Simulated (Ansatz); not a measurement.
Abridged Ansatz (an electronic-structure program) output:

```
Relaxation: its limit of steps is 50 (relax.max_steps)
Pseudopotential: Pt, paw, valence charge 18
Crystal: 1 atoms, lattice volume = 13.717 Å³
Basis set: ecut = 500 eV, 331 PW (Γ), exchange–correlation on 80×80×80 points (64 copies of the dense FFT grid, shifted against one another)
Bands: 13, of which v1, the nominal top of the filled ones, is band 9 counted from 1 (8 counted from 0)
Symmetry: 48 space group operations
k-points: 680 of 24389
Functional: x = r2scan, c = r2scan; τ floored in thin density (d = 2e-4 eV/Å³)
SCF iter   1: F=—  HF=-12536.631472 eV  |F-HF|=—  |Δ(HF+E_count)|=         —  Δρ=1.33e-2  dr2=1.77e-2  dr2_τ=1.76e-2  ethr=1.77e-3  ⟨swp⟩=5.0  Hψ=49340  notcnv=0
SCF iter   2: F=—  HF=-12536.638246 eV  |F-HF|=—  |Δ(HF+E_count)|=   6.77e-3  Δρ=4.70e-3  dr2=8.18e-4  dr2_τ=9.11e-4  ethr=9.83e-5  ⟨swp⟩=2.3  Hψ=19951  notcnv=0
SCF 1 converged in 8 iterations: F = -12536.638831 eV  dr2 = 2.92e-12
relax step   1: F+E_penalty+E_count = -12536.63883147 eV  Δ(F+E_penalty+E_count) = +0.000e0 eV  max|allowed force component| = 0.000e0 eV/Å  Δτ_max = 0.0000 Å  (8 SCF iters, accepted)
Crystal: 1 atoms, lattice volume = 13.717 Å³
SCF iter   1: F=—  HF=-12536.638831 eV  |F-HF|=—  |Δ(HF+E_count)|=         —  Δρ=1.68e-7  dr2=2.92e-12  dr2_τ=1.45e-13  ethr=1.00e-12  ⟨swp⟩=1.7  Hψ=52529  notcnv=0
SCF iter   2: F=-12536.638831 eV  HF=-12536.638831 eV  |F-HF|=9.09e-12  |Δ(HF+E_count)|=  3.64e-12  Δρ=9.15e-8  dr2=5.57e-13  dr2_τ=7.09e-14  ethr=1.00e-12  ⟨swp⟩=3.1  Hψ=23555  notcnv=0
SCF 2 converged in 2 iterations: F = -12536.638831 eV  dr2 = 5.57e-13
SCF converged after 2 iterations
Free energy (F): -12536.638831 eV
Internal energy: -12536.592766 eV  (E = F + TS)
E sigma→0 (E₀):  -12536.615799 eV
Entropy (-TS):   -0.046066 eV (-46.066 meV/atom)
Fermi energy:    26.231996 eV
--- Forces (eV/Å), atoms counted from 1 ---
  atom   1  Pt     0.00000000    -0.00000000     0.00000000
--- Stress (GPa, compression-positive) ---
       39.928231      -0.000000       0.000000
        0.000000      39.928231       0.000000
       -0.000000       0.000000      39.928231
  P = ⅓ Tr σ = 39.9282 GPa (399.282 kbar)
--- Relaxed structure (1 steps of the walk, 1 accepted, 0 SCFs on fresh bases) ---
  atoms:
    - { symbol: Pt, position: [0.0, 0.0, 0.0] }
```

Question: What was computed, and what are the main results?

Answer: Pt, 1 atom in the cell, with Kohn–Sham DFT with the r2SCAN functional, run in Ansatz with PAW and 500 eV plane waves, no spin-orbit coupling. The last SCF converged to F = -12536.638831 eV, or -12536.6388 eV per atom, at a pressure of 39.93 GPa. The total energy compares only with runs of the same code, potentials and settings.

The cells carry an imposed strain or load. Stability against distortions was not tested. All final runs are without spin polarisation. The cell was made from Pt in the fcc (Cu type) structure (space group Fm-3m, No. 225) by this change: isotropic strain −3.60 %.

Keys are those of Ansatz 0.2.
